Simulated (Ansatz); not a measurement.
# bcc Ca (high-temperature phase)

All values below come from PBE0 (Ansatz, an electronic-structure program, plane waves, PAW).

Numerical settings: plane-wave cutoff 460 eV, 8×8×8 k mesh, Fermi–Dirac smearing 0.05 eV, scalar-relativistic PAW data made under PBE.

Cell (relaxed at this level):

```
CELL_PARAMETERS angstrom
     -2.22876     2.22876     2.22876
      2.22876    -2.22876     2.22876
      2.22876     2.22876    -2.22876
ATOMIC_POSITIONS crystal
  Ca 0.00000 0.00000 0.00000
```

```
Property  Result
--------  ------
band gap    none
```

Note: symmetry holds this phase in the static calculation, where it need not be a minimum; the volume lies 5 % above that of the published cell.

The result took about 10 core-minutes (a rough figure).
